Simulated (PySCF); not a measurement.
PySCF 2.14.0, B3LYP/def2-svp: cluster of 8 water molecules, 24 atoms. The geometry is a generated start, not checked to be a minimum at this level.

```
Quantity                                  Result
-------------------------------  ---------------
task                                      energy
method                                     b3lyp
basis                                   def2-svp
mf.init_guess                    minao (default)
mf.DIIS                          CDIIS (default)
mf.diis_space                        8 (default)
mf.conv_tol                      1e-09 (default)
mf.grids.level                       3 (default)
basis functions (base settings)              192
grid points (base settings)               269584
```

Hardware: Arm Neoverse V2, 96 cores on 1 socket, no SMT, 1 L3 cache group.

Times are wall-clock medians of two to five runs, from launch to exit, with nothing else on the machine. Unless noted, each process is bound to its own block of adjacent cores. The times hold for this build (PyPI wheel: OpenMP (GNU), a bundled serial OpenBLAS 0.3.3 under its C layer, NumPy's threaded OpenBLAS held to generic ARMv8 kernels, libcint, Libxc). Scratch files lie in a memory file system.

All on 32 threads, 1 BLAS thread. Base settings, kept where nothing else is said: two_electron_scheme = exact four-centre integrals, mol.max_memory = 4000 MB, mf.direct_scf_tol = 1e-13 (default) (aux, mf.with_df.grids_level_i, mf.with_df.grids_level_f not set). The candidates, on 32 cores each, agree within 1.0 meV/atom in energy:
A. two_electron_scheme = density fitting of J alone, exact K, aux = chosen by PySCF (default)
B. the base settings
C. two_electron_scheme = COSX exchange (sgx_fit, pjs) with fitted J, aux = chosen by PySCF (default), mf.with_df.grids_level_i = 1, mf.with_df.grids_level_f = 3
D. two_electron_scheme = density fitting, aux = def2-universal-jkfit
E. mol.max_memory = 200000 MB
F. two_electron_scheme = COSX exchange (sgx_fit, pjs) with fitted J, aux = chosen by PySCF (default), mf.with_df.grids_level_i = 1, mf.with_df.grids_level_f = 1
G. two_electron_scheme = density fitting, aux = chosen by PySCF (default)
H. mol.max_memory = 500 MB, mf.direct_scf_tol = 1e-15

Which of these settings finishes first?

E and B, at 3.8 s, level within 8 % or the scatter of repeats. At the other end C takes 3.0× as long.

| candidate | wall time | repeats | Fock builds (products with the orbital Hessian counted alike) |
|---|---|---|---|
| E | 3.8 s | 2 runs within 1 % | 12 |
| B | 3.8 s | 3 runs within 1 % | 12 |
| A | 4.2 s | 3 runs within 2 % | 12 |
| G | 4.2 s | 3 runs within 4 % | 12 |
| D | 4.2 s | 3 runs within 3 % | 12 |
| F | 6.6 s | 3 runs within 2 % | 12 |
| H | 8.6 s | 3 runs within 1 % | 12 |
| C | 11 s | 2 runs within 1 % | 12 |
